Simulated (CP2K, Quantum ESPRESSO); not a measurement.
A Quantum ESPRESSO input for a self-consistent single point of MoS₂ (P1, 3 atoms in the cell) (DFT, LDA (PW92), plane waves, PseudoDojo standard norm-conserving (LDA) pseudopotentials):

```fortran
&control
   calculation = 'scf'
   prefix = 'MoS2'
   outdir = './out'
   pseudo_dir = './'
   verbosity = 'high'
   tprnfor = .true.
   tstress = .true.
/
&system
   ibrav = 0
   nat = 3
   ntyp = 2
   ecutwfc = 80
   occupations = 'fixed'
   nbnd = 15
/
&electrons
   conv_thr = 1e-10
   mixing_beta = 0.3
/
ATOMIC_SPECIES
Mo    95.9500  Mo.upf
S     32.0600  S.upf
ATOMIC_POSITIONS crystal
Mo   -0.0014230000    0.0026650000    0.0012340000
S     0.3378810000    0.6846120000    0.0875410000
S     0.3302080000    0.6460570000    0.9112250000
K_POINTS automatic
6 6 1  0 0 0
CELL_PARAMETERS angstrom
   3.1449650000     0.0000000000     0.0000000000
  -1.5724830000     2.7236190000     0.0000000000
   0.0000000000     0.0000000000    17.1213840000
```

Task: Write the same calculation as an input for CP2K.

Result: This is the input that was run; spellings and numerical settings could be chosen otherwise.

```
&GLOBAL
  PROJECT run
  RUN_TYPE ENERGY_FORCE
  PRINT_LEVEL LOW
&END GLOBAL
&FORCE_EVAL
  METHOD Quickstep
  STRESS_TENSOR ANALYTICAL
  &DFT
    BASIS_SET_FILE_NAME BASIS_MOLOPT
    POTENTIAL_FILE_NAME GTH_POTENTIALS
    &QS
      METHOD GPW
      EPS_DEFAULT 1E-11
    &END QS
    &MGRID
      CUTOFF 500
      REL_CUTOFF 50
      NGRIDS 5
    &END MGRID
    &SCF
      SCF_GUESS ATOMIC
      EPS_SCF 1E-6
      MAX_SCF 100
      ADDED_MOS 5
      &DIAGONALIZATION
        ALGORITHM STANDARD
      &END DIAGONALIZATION
      &MIXING
        METHOD BROYDEN_MIXING
        ALPHA 0.2
        NBUFFER 12
        BETA 1
      &END MIXING
    &END SCF
    &KPOINTS
      SCHEME MACDONALD 6 6 1 0.08333333333 0.08333333333 0
    &END KPOINTS
    &XC
      &XC_FUNCTIONAL PADE
      &END XC_FUNCTIONAL
    &END XC
    &PRINT
      &MO
        EIGENVALUES T
        OCCUPATION_NUMBERS T
        NDIGITS 8
        FILENAME mo
        &EACH
          QS_SCF 0
        &END EACH
        ADD_LAST NUMERIC
      &END MO
      &MULLIKEN OFF
      &END MULLIKEN
    &END PRINT
  &END DFT
  &SUBSYS
    &CELL
      A 3.14496500 0.00000000 0.00000000
      B -1.57248300 2.72361900 0.00000000
      C 0.00000000 0.00000000 17.12138400
      PERIODIC XYZ
    &END CELL
    &COORD
      SCALED
      Mo      -0.00142300     0.00266500     0.00123400
      S        0.33788100     0.68461200     0.08754100
      S        0.33020800     0.64605700     0.91122500
    &END COORD
    &KIND Mo
      BASIS_SET DZVP-MOLOPT-SR-GTH-q14
      POTENTIAL GTH-PADE-q14
    &END KIND
    &KIND S
      BASIS_SET DZVP-MOLOPT-SR-GTH-q6
      POTENTIAL GTH-PADE-q6
    &END KIND
  &END SUBSYS
  &PRINT
    &FORCES ON
    &END FORCES
    &STRESS_TENSOR ON
    &END STRESS_TENSOR
  &END PRINT
&END FORCE_EVAL
```

Basis, cutoffs, solver keys and any potentials are the target program's own. This input uses DFT LDA (Pade form), GPW, DZVP-MOLOPT-SR-GTH basis, GTH-PADE potentials (GTH_POTENTIALS). LDA parametrisations can differ slightly between programs.

The starting cell comes from a database of computed structures (which also holds hypothetical and non-ambient phases and stackings), without a prior relaxation at this level. Its lattice was rescaled by a random factor within 2.5 % of one. For this run, on top of that: atoms moved at random.
